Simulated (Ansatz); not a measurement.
Defect migration in bixbyite In2O3 with all lengths changed by +1 %: interstitial Cu, charge state +1. All values below come from PBE, PAW (plane waves to 420 eV; Ansatz, a quantum-chemistry and plane-wave program).

Cell of 80 host sites held at the strained lattice (strain from the relaxed PBE one, atoms relaxed); one k-point at (0.250, 0.250, 0.250); Fermi-Dirac width 0.01 eV, spin-restricted; finite-size errors left in. Energies are static. The charge state is imposed; whether it is stable for some Fermi level was not computed. Sites that were not tried may lie lower.

Barriers: single points on a 2×2×2 k-point mesh shifted by half a step at the bands' geometries.

Relaxed starting cell (atoms counted from 1):

```yaml
crystal:
  lattice:
    - [10.39257, 0.00000, 0.00000]
    - [0.00000, 10.39257, 0.00000]
    - [0.00000, 0.00000, 10.39257]
  atoms:
    - { symbol: In, position: [0.74902, 0.24980, 0.24954] }
    - { symbol: In, position: [0.24974, 0.25108, 0.24839] }
    - { symbol: In, position: [0.25128, 0.74980, 0.25142] }
    - { symbol: In, position: [0.25025, 0.24907, 0.75019] }
    - { symbol: In, position: [0.99933, 0.24826, 0.46369] }
    - { symbol: In, position: [0.03427, 0.49778, 0.25019] }
    - { symbol: In, position: [0.46857, 0.49638, 0.75254] }
    - { symbol: In, position: [0.25029, 0.03613, 0.49798] }
    - { symbol: In, position: [0.74713, 0.46397, 0.49798] }
    - { symbol: In, position: [0.99384, 0.75264, 0.05109] }
    - { symbol: In, position: [0.03188, 0.00435, 0.74813] }
    - { symbol: In, position: [0.24855, 0.46942, 0.99746] }
    - { symbol: In, position: [0.46563, 0.00139, 0.25019] }
    - { symbol: In, position: [0.74939, 0.03432, 0.00122] }
    - { symbol: In, position: [0.49858, 0.25077, 0.03460] }
    - { symbol: In, position: [0.50358, 0.75045, 0.46067] }
    - { symbol: O, position: [0.35066, 0.62091, 0.88516] }
    - { symbol: O, position: [0.11103, 0.34669, 0.11558] }
    - { symbol: O, position: [0.88844, 0.15442, 0.11705] }
    - { symbol: O, position: [0.60993, 0.15495, 0.88424] }
    - { symbol: O, position: [0.38715, 0.34652, 0.88354] }
    - { symbol: O, position: [0.11666, 0.11213, 0.34500] }
    - { symbol: O, position: [0.88276, 0.38778, 0.34532] }
    - { symbol: O, position: [0.34524, 0.38334, 0.61152] }
    - { symbol: O, position: [0.11051, 0.15464, 0.61621] }
    - { symbol: O, position: [0.38182, 0.39026, 0.15271] }
    - { symbol: O, position: [0.60976, 0.34502, 0.38241] }
    - { symbol: O, position: [0.88310, 0.33733, 0.61332] }
    - { symbol: O, position: [0.38810, 0.15544, 0.38234] }
    - { symbol: O, position: [0.61583, 0.11181, 0.15426] }
    - { symbol: O, position: [0.38356, 0.61059, 0.34369] }
    - { symbol: O, position: [0.61720, 0.89018, 0.34542] }
    - { symbol: O, position: [0.15422, 0.38191, 0.38808] }
    - { symbol: O, position: [0.15929, 0.88319, 0.61195] }
    - { symbol: O, position: [0.11684, 0.88983, 0.16110] }
    - { symbol: O, position: [0.88103, 0.60941, 0.15757] }
    - { symbol: O, position: [0.34468, 0.11780, 0.11189] }
    - { symbol: O, position: [0.34678, 0.88307, 0.38942] }
    - { symbol: O, position: [0.15475, 0.11555, 0.88891] }
    - { symbol: O, position: [0.15379, 0.61787, 0.11265] }
    - { symbol: In, position: [0.28870, 0.76629, 0.73259] }
    - { symbol: In, position: [0.74847, 0.74877, 0.74948] }
    - { symbol: In, position: [0.74648, 0.24706, 0.75063] }
    - { symbol: In, position: [0.74774, 0.74968, 0.25202] }
    - { symbol: In, position: [0.50315, 0.75065, 0.96981] }
    - { symbol: In, position: [0.53749, 0.00370, 0.75040] }
    - { symbol: In, position: [0.96433, 0.00185, 0.25246] }
    - { symbol: In, position: [0.75004, 0.53323, 0.00060] }
    - { symbol: In, position: [0.24728, 0.96753, 0.00465] }
    - { symbol: In, position: [0.49884, 0.24974, 0.53334] }
    - { symbol: In, position: [0.53334, 0.49882, 0.24851] }
    - { symbol: In, position: [0.74963, 0.96560, 0.50031] }
    - { symbol: In, position: [0.95739, 0.48169, 0.74345] }
    - { symbol: In, position: [0.25270, 0.53035, 0.49623] }
    - { symbol: In, position: [0.99743, 0.74736, 0.53042] }
    - { symbol: In, position: [0.00023, 0.24840, 0.96718] }
    - { symbol: O, position: [0.84421, 0.11603, 0.38865] }
    - { symbol: O, position: [0.60941, 0.84509, 0.61779] }
    - { symbol: O, position: [0.39680, 0.64946, 0.60987] }
    - { symbol: O, position: [0.11292, 0.65280, 0.38482] }
    - { symbol: O, position: [0.88798, 0.84420, 0.38363] }
    - { symbol: O, position: [0.61931, 0.61037, 0.84687] }
    - { symbol: O, position: [0.38645, 0.89743, 0.85044] }
    - { symbol: O, position: [0.84152, 0.88486, 0.11697] }
    - { symbol: O, position: [0.61179, 0.65422, 0.11801] }
    - { symbol: O, position: [0.88463, 0.88688, 0.65330] }
    - { symbol: O, position: [0.09269, 0.85565, 0.89529] }
    - { symbol: O, position: [0.38770, 0.84642, 0.11682] }
    - { symbol: O, position: [0.89184, 0.65824, 0.88402] }
    - { symbol: O, position: [0.10838, 0.60007, 0.65056] }
    - { symbol: O, position: [0.88144, 0.11172, 0.84574] }
    - { symbol: O, position: [0.11482, 0.38554, 0.84438] }
    - { symbol: O, position: [0.65516, 0.88317, 0.88929] }
    - { symbol: O, position: [0.65409, 0.38302, 0.11089] }
    - { symbol: O, position: [0.61604, 0.38692, 0.65461] }
    - { symbol: O, position: [0.38322, 0.11124, 0.65424] }
    - { symbol: O, position: [0.84206, 0.61256, 0.61202] }
    - { symbol: O, position: [0.84270, 0.38157, 0.88879] }
    - { symbol: O, position: [0.65405, 0.61608, 0.38784] }
    - { symbol: O, position: [0.65403, 0.11609, 0.61036] }
    - { symbol: Cu, position: [0.07247, 0.70534, 0.79645] }
```
Cell charge +1.

End state 1 differs by these moves (Å; atoms that move under 0.08 Å are left out):

```tsv
atom	element	Δx	Δy	Δz
10	In	-0.13	0.04	-0.09
12	In	0.04	-0.21	0.09
17	O	0.05	-0.17	0.23
21	O	0.03	-0.08	-0.01
26	O	0.03	-0.08	0.06
28	O	0.07	0.10	0.05
34	O	-0.10	0.07	-0.09
41	In	-0.23	0.01	-0.22
53	In	0.12	0.22	0.08
63	O	-0.03	-0.10	-0.11
67	O	0.07	-0.07	-0.04
70	O	0.13	0.15	-0.02
81	Cu	1.38	-0.02	1.36
```

Q: Give the forward and backward barriers to end state 1 at the level PBE, PAW.

A: forward 0.36 eV, backward 0.36 eV; at the saddle point atom 81 has neighbours In at 2.45, In at 2.68; 2 O at 2.08, O at 2.24, O at 2.54, O at 2.70 Å. The saddle point's order was not checked.

End state 2 differs by these moves (Å; atoms that move under 0.08 Å are left out):

```csv
atom,element,Δx,Δy,Δz
6,In,-0.01,0.04,0.12
10,In,0.03,0.09,-0.18
12,In,0.13,-0.04,0.05
28,O,0.04,0.06,0.03
41,In,-0.41,-0.17,0.18
48,In,-0.12,0.01,-0.03
53,In,0.08,0.17,-0.05
56,In,0.02,-0.10,-0.01
59,O,-0.08,0.06,0.07
63,O,-0.04,-0.09,-0.06
67,O,0.19,-0.09,-0.13
70,O,0.09,0.12,0.02
81,Cu,-0.76,-2.14,2.12
```

Q: Estimate the forward and backward barriers to end state 2 that PBE, PAW returns for this input.

A: forward 0.52 eV, backward 0.057 eV; at the saddle point atom 81 has neighbours 2 In at 2.53, In at 2.54; O at 2.14, 2 O at 2.15, 2 O at 2.77, O at 2.77 Å. The saddle point's order was not checked, and it lies on a symmetry element of the cell, where a band can be held.
